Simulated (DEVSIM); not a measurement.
Structure: abrupt Ge n-p junction, at 300 K.

| layer (left to right) | material | thickness (μm) | Nd (cm⁻³) | Na (cm⁻³) | τn (s) | τp (s) |
|---|---|---|---|---|---|---|
| 1 | Ge | 1.30 | 1e17 | - | 4e-7 | 4e-7 |
| 2 | Ge | 160 | - | 2.4e15 | 4e-7 | 4e-7 |

Left contact: ohmic. Right contact: ohmic. Voltage is applied to the left contact. Recombination: SRH at mid-gap, radiative. Mobility is constant in doping.

The device is made up for the run: typed textbook-type constants, with dimensions and the other settings drawn at random. Values at 300 K.

```csv
parameter,Ge
gap (eV),0.664
affinity (eV),4
permittivity,16
Nc (cm⁻³),1.04e19
Nv (cm⁻³),6e18
μn (cm²/Vs),3900
μp (cm²/Vs),1900
B (cm³/s),6.4e-14
```

DEVSIM, 1D drift-diffusion, Boltzmann statistics, complete ionisation; no tunnelling, impact ionisation, image-force lowering or self-heating.

### Question
Tabulate band edges, carrier densities and field at -0.65 V on the left contact.

### Answer
Energies count from the Fermi level of the right contact; mesh points crowd at the junctions.

| x (μm) | Ec (eV) | Ev (eV) | n (cm⁻³) | p (cm⁻³) | field (V/cm) |
|---|---|---|---|---|---|
| 0.000 | 0.770 | 0.106 | 1.0e17 | 4.4e9 | ≈ 0 |
| 0.04168 | 0.770 | 0.106 | 1.0e17 | 1.4e13 | ≈ 0 |
| 0.1461 | 0.770 | 0.106 | 1.0e17 | 4.9e13 | ≈ 0 |
| 0.4318 | 0.770 | 0.106 | 1.0e17 | 1.4e14 | ≈ 0 |
| 1.052 | 0.770 | 0.106 | 1.0e17 | 3.5e14 | ≈ 0 |
| 1.218 | 0.770 | 0.106 | 1.0e17 | 4.1e14 | 84 |
| 1.285 | 0.780 | 0.116 | 6.8e16 | 6.2e14 | 6200 |
| 1.333 | 0.823 | 0.159 | 1.3e16 | 3.3e15 | 5400 |
| 1.427 | 0.843 | 0.179 | 6.0e15 | 7.2e15 | 550 |
| 1.694 | 0.845 | 0.181 | 5.5e15 | 7.9e15 | -12 |
| 2.389 | 0.844 | 0.180 | 5.4e15 | 7.8e15 | -13 |
| 5.554 | 0.840 | 0.176 | 5.3e15 | 7.7e15 | -13 |
| 13.14 | 0.829 | 0.165 | 4.9e15 | 7.3e15 | -14 |
| 34.19 | 0.798 | 0.134 | 4.1e15 | 6.5e15 | -16 |
| 108.1 | 0.644 | -0.020 | 2.4e15 | 4.8e15 | -25 |
| 142.1 | 0.546 | -0.118 | 1.6e15 | 4.0e15 | -33 |
| 154.4 | 0.500 | -0.164 | 9.3e14 | 3.3e15 | -44 |
| 158.7 | 0.479 | -0.185 | 4.7e14 | 2.9e15 | -57 |
| 160.7 | 0.467 | -0.197 | 1.4e14 | 2.5e15 | -70 |
| 161.1 | 0.463 | -0.201 | 5.2e13 | 2.5e15 | -75 |
| 161.2 | 0.462 | -0.202 | 1.6e13 | 2.4e15 | -77 |
| 161.3 | 0.462 | -0.202 | 1.8e11 | 2.4e15 | -77 |
